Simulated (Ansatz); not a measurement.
For TaS₂ (model structure, started from the rutile type, P4₂/mnm, No. 136, 6 atoms in the cell), PBE in Ansatz (PAW) gives:

```
Item                  Value
------------------  -------
lattice constant a  6.036 Å
c axis length       3.353 Å
```

Q: What does PBE-D3(BJ) in Ansatz (plane waves, PAW) give for the same quantities?

A: 
- lattice constant a: 5.979 Å (decreases by 0.9 %)
- lattice parameter c: 3.321 Å (drops by 1.0 %)

Changes are worked out from the printed values.

Unless a cell is named, each level is at its own relaxed cell (PBE 20.36, PBE-D3(BJ) 19.79 Å³/atom).

Levels without +SOC leave out spin–orbit coupling, which shifts energies and cells of such heavy elements.

Ansatz's density-functional and Hartree–Fock values are scalar-relativistic unless marked +SOC, with PAW data made under PBE.

A model structure was made by putting elements into a prototype or built by hand; it is no filed structure, need not be a known phase, and can be a saddle point held by its symmetry.

Ansatz is an electronic-structure program.
